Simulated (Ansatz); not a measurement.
System: interstitial Mg in diamond (charge state +2). The step: a direct jump of one Mg atom; the atom moves 1.55 Å along (-0.25, 0.25, -0.25) of the unit cell; the moving atom starts with neighbours 4 C at 1.73, 6 C at 1.91 Å and ends with 4 C at 1.73, 6 C at 1.91 Å. DFT values are from Ansatz (plane-wave PAW, 420 eV unless said) in a cell of 64 host sites, spin-restricted, static, with no finite-size correction. The host's phase is taken as given; its stability against other phases was not computed. The charge state is imposed; whether it is stable for some Fermi level was not computed. Sites that were not tried may lie lower. For the PBE band: the program found a first-order saddle point.

```
Level                                                                           Forward barrier (eV)  Cost of the band or of the saddle's single point
------------------------------------------------------------------------------  --------------------  ------------------------------------------------
PBE, a 2×2×2 k-point mesh shifted by half a step, band relaxed                                  2.02                      very roughly 40 core-minutes
r2SCAN at 500 eV, a 2×2×2 k-point mesh shifted by half a step, same geometries                   [?]            about 50 core-seconds (a rough figure)
```

Question: Some entries are withheld; supply them.

Answer: 
- r2SCAN at 500 eV, a 2×2×2 k-point mesh shifted by half a step, same geometries, Forward barrier (eV): 2.12

Ansatz is a quantum-chemistry and plane-wave program.
